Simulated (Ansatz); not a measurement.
How far PBE and r2SCAN part for W, isotropic strain −0.70 %

Start from W in the bcc (W type) structure (space group Im-3m, No. 229; a = 3.184 Å; relaxed with 0.1 eV smearing).

(Cell as relaxed with PBE.)

Levels (all Ansatz, a quantum-chemistry and plane-wave program, PAW, earlier PAW set): PBE (420 eV, without spin-orbit coupling); r2SCAN (500 eV, spin-orbit coupling left out).

Each level relaxes its own structure.

```json
[
 {"base": "volume per atom", "PBE": "16.14 Å³", "r2SCAN": "15.92 Å³"},
 {"base": "lattice parameter a", "PBE": "3.184 Å", "r2SCAN": "3.169 Å"},
 {"base": "band gap", "PBE": "zero", "r2SCAN": "zero"}
]
```

Modification: an isotropic linear strain of −0.70 %, atoms relaxed at fixed cell.

| quantity | PBE | r2SCAN |
|---|---|---|
| pressure | 6.7 GPa | [?] |
| band gap | zero | [?] |
| energy relative to the base (free energy F) | +6.9 meV/atom | [?] |

Q: Predict the r2SCAN column.

A: 
- pressure, r2SCAN: 7.0 GPa
- band gap, r2SCAN: zero
- energy relative to the base (free energy F), r2SCAN: +7.2 meV/atom

PBE's pressure lies 0.36 GPa below r2SCAN's; the two agree on the band gap. Neither level is exact; r2SCAN is the comparison here, not a measurement.

No phonon test of stability was made. The final runs are not spin-polarised.
